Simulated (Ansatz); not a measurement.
The starting structures come from a database of crystals and need not be the phases stable at ambient conditions.

The decay constant κ of evanescent states in the gap governs leakage through a thin film.

Given:

```
Hg2WO4
1.0
    4.97135    -0.00945     0.01374
   -1.84514     7.08104     0.01439
    1.84514     2.54493     6.60793
Hg W O
4 2 8
Direct
  0.48231   0.52962   0.24915
  0.51769   0.47038   0.75085
  0.01769   0.24915   0.52962
  0.98231   0.75085   0.47038
  0.25000   0.90160   0.90160
  0.75000   0.09840   0.09840
  0.29593   0.66284   0.94990
  0.70407   0.33716   0.05010
  0.20407   0.94990   0.66284
  0.79593   0.05010   0.33716
  0.85104   0.81852   0.08386
  0.14896   0.18148   0.91614
  0.64896   0.08386   0.81852
  0.35104   0.91614   0.18148
```

Space group of this cell: C2/c. The cell was relaxed by PBE-D3(BJ); by r2SCAN its mean pressure is -2.4 GPa.

Transport runs along the normal of the first two printed cell vectors.

The gap is the functional's own. No spin-orbit coupling. Mid-gap values are interpolated on the energy grid.

Question: Estimate the band gap and the smallest decay constant κ at mid-gap that r2SCAN run with Ansatz (a program for electronic structure) returns for this system.

Answer: Gap 2.16 eV on a 8×6×6 mesh; κ = 0.263 1/Å, at (-0.167, 0.250) of the in-plane reciprocal vectors. At the zone centre, at the nearest computed energy, the slowest state has κ = 0.27 1/Å.
